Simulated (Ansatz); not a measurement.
An Ansatz (a quantum-chemistry and plane-wave program) run: Ge2Sb2Te5 with a change (pressure 30 GPa); PBE in Ansatz (plane waves to 420 eV, PAW, spin-orbit coupling left out), earlier PAW set.

Input:

Ansatz 0.2 input:
```yaml
crystal:
  lattice:
    - [3.7442425663, 0, 0]
    - [-1.8721212832, 3.2426091804, 0]
    - [0, 0, 16.7569031479]
  atoms:
    - { symbol: Te, position: [0, 0, 0] }
    - { symbol: Ge, position: [0.6666666667, 0.3333333333, 0.1008845298] }
    - { symbol: Ge, position: [0.3333333333, 0.6666666667, 0.8991154702] }
    - { symbol: Te, position: [0.3333333333, 0.6666666667, 0.1998380714] }
    - { symbol: Te, position: [0.6666666667, 0.3333333333, 0.8001619286] }
    - { symbol: Sb, position: [0, 0, 0.3216793313] }
    - { symbol: Sb, position: [0, 0, 0.6783206687] }
    - { symbol: Te, position: [0.6666666667, 0.3333333333, 0.4344143204] }
    - { symbol: Te, position: [0.3333333333, 0.6666666667, 0.5655856796] }
basis: { ecutwfc: 420, ecutrho_ratio: 4, xc_grid: 2, fft_grid_basis: typed }
kpoints: { mp_grid: { grid: [9, 9, 2] } }
hamiltonian:
  xc: pbe
  dispersion: none
  pseudopotentials: { azcp: { folder: ./paw }, kind: paw }
scf: { occupations: { method: fermi_dirac, width: 0.05 } }
relax: { f_tol: 0.01, max_steps: 60, cell: { stress_tol: 0.02, p_target: 30 } }
output: { forces: true, stress: true }
checkpoint: { write: state.ck, write_every: 1000 }
```

Output (explanatory and most iteration lines left out):

```
Relaxation: its limit of steps is 60 (relax.max_steps)
Pseudopotential: Te, paw, valence charge 16
Pseudopotential: Ge, paw, valence charge 14
Pseudopotential: Sb, paw, valence charge 15
Crystal: 9 atoms, lattice volume = 203.447 Å³
Basis set: ecut = 420 eV, 3981 PW (Γ), exchange–correlation on 54×54×240 points (8 copies of the dense FFT grid, shifted against one another)
Bands: 83, of which v1, the nominal top of the filled ones, is band 69 counted from 1 (68 counted from 0)
Symmetry: 12 space group operations
Space group: P-3m1 (ITA 164), of the structure as read, at distance tolerance 5.9e-5 Å
k-points: 24 of 162
Functional: x = pbe(κ = 0.804, μ = 0.2195149727645171), c = pbe(β = 0.06672455060314922)
SCF iter   1: F=—  HF=-56457.115186 eV  |F-HF|=—  |Δ(HF+E_count)|=         —  Δρ=2.16e-2  dr2=1.99e1  ethr=3.10e-3  ⟨swp⟩=7.0  Hψ=7986  notcnv=0  defer=19
SCF iter   2: F=—  HF=-56456.709705 eV  |F-HF|=—  |Δ(HF+E_count)|=   4.05e-1  Δρ=1.42e-2  dr2=1.03e1  ethr=3.10e-3  ⟨swp⟩=1.5  Hψ=2334  notcnv=0  defer=67
SCF 1 converged in 9 iterations: F = -56456.264930 eV  dr2 = 3.15e-8
relax step   1: F+E_penalty+E_count = -56456.26493040 eV  Δ(F+E_penalty+E_count) = +0.000e0 eV  max|allowed force component| = 1.222e-3 eV/Å  Δτ_max = 0.0000 Å  P = +22.498 GPa  Ω = 203.447 Å³  (9 SCF iters, dr2 threshold 1.00e-7 eV, accepted)
[... steps on the carried basis left out ...]
relax step   7: F+E_penalty+E_count = -56454.50250487 eV  Δ(F+E_penalty+E_count) = +2.721e-3 eV  max|allowed force component| = 6.070e-3 eV/Å  Δτ_max = 0.0000 Å  P = +29.989 GPa  Ω = 192.622 Å³  stress off target by 1.07e-2 GPa  SCF on the basis re-selected at this cell (its energy is not comparable with the rows above)  (8 SCF iters)
SCF converged after 8 iterations
Free energy (F): -56454.502505 eV
Internal energy: -56454.487171 eV  (E = F + TS)
E sigma→0 (E₀):  -56454.494838 eV
Entropy (-TS):   -0.015334 eV (-1.704 meV/atom)
Fermi energy:    15.140564 eV
--- Forces (eV/Å), atoms counted from 1 ---
  atom   1  Te     0.00000000     0.00000000     0.00000000
  atom   2  Ge    -0.00000000     0.00000000     0.00097493
  atom   3  Ge     0.00000000     0.00000000    -0.00097493
  atom   4  Te     0.00000000     0.00000000    -0.00024386
  atom   5  Te    -0.00000000    -0.00000000     0.00024386
  atom   6  Sb     0.00000000    -0.00000000     0.00085664
  atom   7  Sb    -0.00000000     0.00000000    -0.00085664
  atom   8  Te    -0.00000000     0.00000000     0.00606981
  atom   9  Te     0.00000000    -0.00000000    -0.00606981
--- Stress (GPa, compression-positive) ---
       29.989378      -0.000000      -0.000000
       -0.000000      29.989378       0.000000
       -0.000000       0.000000      29.989345
  P = ⅓ Tr σ = 29.9894 GPa (299.894 kbar)
--- Relaxed structure (6 steps of the walk, 5 accepted, 1 SCFs on fresh bases) ---
  cell:  # Å, volume = 192.6219 Å³
    - [3.645791740902103, 2.8108599300688954e-11, -5.753264477096371e-18]
    - [-1.8228958704753937, 3.1573482645146607, 5.753264477096374e-18]
    - [-2.5748036864466293e-17, 1.4865636014539344e-17, 16.73367247072038]
  atoms:
    - { symbol: Te, position: [7.520939131610583e-36, -2.1035534987407962e-35, -5.7512731077182146e-21] }
    - { symbol: Ge, position: [0.6666666666666665, 0.3333333333333333, 0.10082364925948895] }
    - { symbol: Ge, position: [0.3333333333333333, 0.6666666666666667, 0.8991763507405112] }
    - { symbol: Te, position: [0.3333333333333333, 0.6666666666666667, 0.1999267410615113] }
    - { symbol: Te, position: [0.6666666666666665, 0.3333333333333333, 0.8000732589384889] }
    - { symbol: Sb, position: [-1.2371666054552517e-20, 1.2371666054552517e-20, 0.32160463322150984] }
    - { symbol: Sb, position: [1.2371666054553095e-20, -1.237166605455194e-20, 0.67839536677849] }
    - { symbol: Te, position: [0.6666666666666665, 0.3333333333333333, 0.4357440158101663] }
    - { symbol: Te, position: [0.3333333333333333, 0.6666666666666667, 0.5642559841898337] }
```

A case with no gap was solved on a k-mesh chosen for an insulator, which is coarse for it. Load acts through the strain it causes; cell and atoms are relaxed under it. Stability against distortions was not tested. No other phases were tried under pressure. The final runs are not spin-polarised. The cell was made from Ge$_{2}$Sb$_{2}$Te$_{5}$ (space group P-3m1, No. 164) by this change: pressure 30 GPa.
